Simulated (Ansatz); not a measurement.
Worked example: self-consistent single point of Bi (R-3m, 2 atoms in the cell) in Ansatz (a first-principles code).

Method: PBEsol, default PAW files made with PBE (plane waves; Ansatz).

```xyz
2
Lattice="4.1450 -2.2636 0.0000 4.1450 2.2636 0.0000 2.9088 0.0000 3.7207" Properties=species:S:1:pos:R:3 pbc="T T T"
Bi     2.6680     0.0000     0.8864
Bi     8.5783     0.0000     2.8501
```

Reference input (self-consistent single point, DFT, PBEsol, plane waves, default PAW files made with PBE): basis.ecutwfc = 420 eV; kpoints.mp_grid.grid = 9 9 9; hamiltonian.xc = pbesol; hamiltonian.pseudopotentials = {kind: paw} (the program's default PAW files); scf.occupations.method = gaussian; scf.occupations.width = 0.1 eV. This run's input differs from it in these lines:

Ansatz 0.2 input:
```diff
@@ -9,3 +9,3 @@
 basis:
-  ecutwfc: 420.0
+  ecutwfc: 505.0
 kpoints:
```

Log, with long lists cut:

```
SCF iter   1: F=—  HF=-24484.013352 eV  |F-HF|=—  |Δ(HF+E_count)|=         —  Δρ=1.77e-3  dr2=2.42e-3  ethr=1.77e-3  ⟨swp⟩=6.1  Hψ=7907  notcnv=0
all-band conjugate gradients solve this SCF's bands
preconditioner: auto → Kerker (q_TF=auto, 2.370 Å⁻¹)
SCF iter   2: F=—  HF=-24484.011857 eV  |F-HF|=—  |Δ(HF+E_count)|=   1.49e-3  Δρ=1.10e-3  dr2=1.01e-3  ethr=8.06e-6  ⟨swp⟩=2.8  Hψ=3687  notcnv=0
SCF iter   3: F=—  HF=-24484.011655 eV  |F-HF|=—  |Δ(HF+E_count)|=   2.02e-4  Δρ=4.03e-4  dr2=8.99e-5  ethr=3.37e-6  ⟨swp⟩=2.0  Hψ=2891  notcnv=0
SCF iter   4: F=—  HF=-24484.011629 eV  |F-HF|=—  |Δ(HF+E_count)|=   2.60e-5  Δρ=1.55e-4  dr2=3.31e-5  ethr=3.00e-7  ⟨swp⟩=2.0  Hψ=2891  notcnv=0
SCF iter   5: F=—  HF=-24484.011627 eV  |F-HF|=—  |Δ(HF+E_count)|=   2.45e-6  Δρ=9.36e-5  dr2=8.43e-6  ethr=1.10e-7  ⟨swp⟩=1.0  Hψ=1616  notcnv=0
SCF iter   6: F=—  HF=-24484.011625 eV  |F-HF|=—  |Δ(HF+E_count)|=   1.18e-6  Δρ=3.28e-5  dr2=7.59e-7  ethr=2.81e-8  ⟨swp⟩=2.9  Hψ=2845  notcnv=0
SCF iter   7: F=-24484.011625 eV  HF=-24484.011625 eV  |F-HF|=1.43e-8  |Δ(HF+E_count)|=   2.12e-7  Δρ=5.20e-6  dr2=2.01e-8  ethr=3.33e-10  ⟨swp⟩=4.0  Hψ=7721  notcnv=0
SCF 1 converged in 7 iterations: F = -24484.011625 eV  dr2 = 2.01e-8
Free energy (F): -24484.011625 eV
Internal energy: -24484.010395 eV  (E = F + TS)
E sigma→0 (E₀):  -24484.011010 eV
Entropy (-TS):   -0.001230 eV (-0.615 meV/atom)
Fermi energy:    9.621733 eV
--- Forces (eV/Å), atoms counted from 1 ---
  atom   1  Bi    -0.03447922    -0.00000000    -0.01145552
  atom   2  Bi     0.03447922     0.00000000     0.01145552
--- Stress (GPa, compression-positive) ---
       -0.694241       0.000000      -0.083107
        0.000000      -0.444103       0.000000
       -0.083107       0.000000      -0.471715
  P = ⅓ Tr σ = -0.5367 GPa (-5.367 kbar)
  The stress holds the Pulay correction. Without it, at fixed plane waves, as pw.x and ABINIT print it: P = -0.5430 GPa
```

The run converged in 7 iterations. Against the reference run the free energy goes down by 1.1 meV/atom, the pressure stays at -0.54 GPa and the largest force stays at 0.036 eV/Å.

The starting cell has typed, rounded lattice constants, without a prior relaxation at this level. Its lattice was rescaled by up to half a per cent. One atom was moved a little off its site on purpose. Ansatz's pressure includes its estimate of the finite-basis (Pulay) stress.
